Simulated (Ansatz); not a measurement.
## wurtzite ZnO: the defect N_O

The numbers are results of PBE, PAW (plane waves to 420 eV; Ansatz, a program for electronic structure), not measurements. The supercell holds 96 host sites (3×2×2 repeats of a cell of 8 atoms), with a 2×2×2 shifted k-point sampling for the final energies. Site at the start: the O site. Charged cells carry a point-charge image correction with potential alignment at far atoms. Dielectric constants: PBE linear response of the host. Host gap at this level: 0.74 eV. A cell of this size leaves errors of a few tenths of an eV. PBE underestimates the host's gap, which shifts levels and can delocalise carriers. Spin–orbit coupling is left out. Each state is the lowest found from its start.

Charges with a result: +1, 0, −1. Others weren't obtained, and one of them could lie lower, also by skipping a charge.

```csv
charge,moment (μB),largest move off a lattice site (Å),image correction with alignment (eV),above the lowest spin state (eV)
+1*,2.0,0.03,–,0.00
+1*,not spin-polarised,0.05,–,0.03
0,1.0,0.07,0.00,0.00
−1,not spin-polarised,0.08,0.16,0.00
```

* At this level the carrier isn't localised at the defect: at charge +1 holes occupy the valence band. Such a state is shallow or no state of the defect, and this cell gives it no level.

Transition levels above the valence-band maximum: ε(0/−1) = 0.44 eV. On the lower envelope of the bound states, inside the gap: (0/−1) at 0.44 eV.

Flagged in the runs: a host whose relaxation on this sampling wasn't shown to rest.
